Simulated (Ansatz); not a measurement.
Take ZrO2 in the fluorite structure (space group Fm-3m, No. 225; a = 5.089 Å) as the base.

Now apply this change: a hydrostatic pressure of 0.9 GPa.

Levels (all Ansatz, a quantum-chemistry and plane-wave program, PAW, earlier PAW set): r2SCAN (500 eV, no SOC); HSE06 (420 eV, without spin-orbit coupling).

The geometry is relaxed with r2SCAN.

| Property | Value |
|---|---|
| r2SCAN lowest conduction level above the VBM at special points | Γ 3.90 eV; X 4.30 eV; L 4.51 eV |

### Question
What does HSE06 give at this geometry for the lowest conduction level above the VBM at special points?

### Answer
The lowest conduction level above the VBM at special points becomes Γ 4.99 eV; X 5.39 eV; L 5.68 eV (r2SCAN: Γ 3.90 eV; X 4.30 eV; L 4.51 eV).

Single points use the geometry relaxed with r2SCAN. Their cutoffs differ, which shifts pressures a little. HSE06 was sampled on its mesh, a few special points and the semilocal edge points, so its gap is an upper bound. The levels and masses belong to the bands next to the band gap. Load acts through the strain it causes; cell and atoms are relaxed under it. No phonon test of stability was made. This is not the structure that ZrO2 has at room temperature and ambient pressure.
